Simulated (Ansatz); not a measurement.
**Sc under a change: pressure 0.9 GPa**

Take Sc in the hcp (Mg type) structure (space group P6_3/mmc, No. 194; a = 3.329 Å, c = 5.192 Å) as the base.

Now apply this change: cell and atoms relaxed at a pressure of 0.9 GPa.

Method: r2SCAN, PAW, 500 eV (Ansatz, a first-principles code; no spin-orbit coupling). k-mesh 16×16×9 (Γ-centred); smearing 0.05 eV (Fermi–Dirac).

| quantity | base | changed | shift |
|---|---|---|---|
| volume per atom | 24.92 Å³ | 24.53 Å³ | -0.39 Å³ |
| density | 3.00 g/cm³ | 3.04 g/cm³ | +0.048 g/cm³ |
| lattice parameter a | 3.329 Å | 3.313 Å | -0.016 Å |
| c/a ratio | 1.559 | 1.558 | -0.0018 |
| shortest interatomic distance | 3.230 Å | 3.212 Å | -0.018 Å |
| enthalpy H = E + PV relative to the base's energy | – | +0.14 eV/atom | – |
| band gap | zero | zero | – |

Load acts through the strain it causes; cell and atoms are relaxed under it. Whether these cells are dynamically stable was not tested. All final runs are without spin polarisation.
